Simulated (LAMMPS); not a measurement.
Pressure dependence of Cu (fcc) at 1770 K, from the melt.

Computed with classical MD, pair style eam, the elements' _smf7.eam files (smf7), run in LAMMPS.

```tsv
P (GPa)	state	volume	coordination number	self-diffusion coefficient of Cu (not corrected for cell size)
0	liquid	14.140 ± 0.003 Å³/atom	12.5 (counted to 3.50 Å)	(7.32 ± 0.05) × 10^-5 cm²/s
2	liquid	13.691 ± 0.002 Å³/atom	13.1 (counted to 3.54 Å)	(6.18 ± 0.04) × 10^-5 cm²/s
5	liquid	13.159 ± 0.002 Å³/atom	13.2 (counted to 3.50 Å)	(5.42 ± 0.07) × 10^-5 cm²/s
```

Caution (rows 2; 5): a run this short can hold a crystal over, or a liquid under, the potential's own melting point, which these runs don't give.

Estimate the isothermal bulk modulus at zero pressure. A parabola P(ln V) through the three points gives −dP/d ln V = 56 GPa at zero pressure.

States go by the mean squared displacement: a species diffuses where it passes 1.5 Å², still rises and gives D over 1e-6 cm²/s; a crystal has left its structure where atoms lie 0.35 Å off their sites on average or a cubic box changes its shape by 3 %, or the axial ratios of another lie 8 % off the starting cell's, which the potential's own relaxation can also do.

Errors of D are the spread over four groups of atoms in one short run; a floor of about 5 %, a picked value, is safer.

Errors shown are sampling errors alone.
